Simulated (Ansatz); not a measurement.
An Ansatz (an electronic-structure program) input (Ansatz, PBEsol, PAW, cutoff 420 eV, no spin-orbit coupling):

Ansatz 0.2 input:
```yaml
crystal:
  lattice:
    - [0.0272312446, 3.0944596106, 3.0944596106]
    - [3.1216908552, 0, 3.1216908552]
    - [3.0944596106, 3.0944596106, 0.0272312446]
  atoms:
    - { symbol: Ta, position: [0, 0, 0] }
    - { symbol: Ge, position: [0.25, 0.25, 0.25] }
    - { symbol: Ge, position: [0.75, 0.75, 0.75] }
basis: { ecutwfc: 420, ecutrho_ratio: 4, xc_grid: 2, fft_grid_basis: typed }
kpoints: { mp_grid: { grid: [13, 13, 13] } }
hamiltonian:
  xc: pbesol
  dispersion: none
  pseudopotentials: { kind: paw }
scf: { occupations: { method: fermi_dirac, width: 0.05 }, convergence: { dr2_threshold: 0.0000000003 } }
relax: { f_tol: 0.005, max_steps: 50 }
output: { forces: true, stress: true }
checkpoint: { write: state.ck, write_every: 1000 }
```

Which symmetry and how many k-points will the program report, and about how many plane waves at Γ?

Space group Immm (ITA 71) with 8 operations, k-points 343 of 2197, and 1179 plane waves at Γ.

The cells carry an imposed strain or load. No phonon test of stability was made. The final runs are not spin-polarised. Under tensor shear ε_xz = +0.88 % the cell ends below the base's energy or with stress of the wrong sign: the atoms slid into a distortion or the cell is elastically unstable, so the base is not a stable minimum at this level. The cell was made from TaGe2 in the fluorite structure (space group Fm-3m, No. 225; a hypothetical phase, not in the database extracts checked) by this change: tensor shear ε_xz = +0.88 %. TaGe2 has a high density of states at the Fermi level and may be magnetic at this level.
